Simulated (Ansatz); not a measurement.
Fluorite NiSi₂: PBE at its full settings (plane-wave cutoff 520 eV, 18×18×18 k mesh, Fermi–Dirac smearing 0.05 eV, no spin polarisation, scalar-relativistic PAW data made under PBE) and at cheaper ones, in a cell of 3 atoms with Γ-centred meshes.

| level and setting | equilibrium lattice constant a (Å) | bulk modulus (GPa) |
|---|---|---|
| PBE (Ansatz) | 5.445 | 146 |
| PBE (300 eV cutoff) (Ansatz) | 5.451 | 141 |
| PBE (2×2×2 k mesh) (Ansatz) | 5.481 | 116 |
| PBE (4×4×4 k mesh) (Ansatz) | 5.453 | 151 |
| PBE (6×6×6 k mesh) (Ansatz) | ___ | ___ |
| PBE (Fermi-Dirac smearing of 0.3 eV) (Ansatz) | 5.453 | 140 |

Q: What belongs in the gaps?

A: 
- PBE (6×6×6 k mesh) (Ansatz, a program for electronic structure), equilibrium lattice constant a (Å): 5.450
- PBE (6×6×6 k mesh) (Ansatz), bulk modulus (GPa): 149

Largest shifts from the full settings: lattice constant a +0.66 % (PBE (2×2×2 k mesh)), against a difference of +0.72 % of the full result from the reference 5.406 Å (measured, temperature not stated, no zero-point or thermal correction; as tabulated in Wikipedia's data pages); bulk modulus -21 % (PBE (2×2×2 k mesh)).

Ansatz's density-functional and Hartree–Fock values are scalar-relativistic unless marked +SOC, with PAW data made under PBE.

Run with cheap settings on purpose, which may leave them unconverged: PBE (2×2×2 k mesh), PBE (300 eV cutoff), PBE (4×4×4 k mesh), PBE (6×6×6 k mesh), PBE (Fermi-Dirac smearing of 0.3 eV).
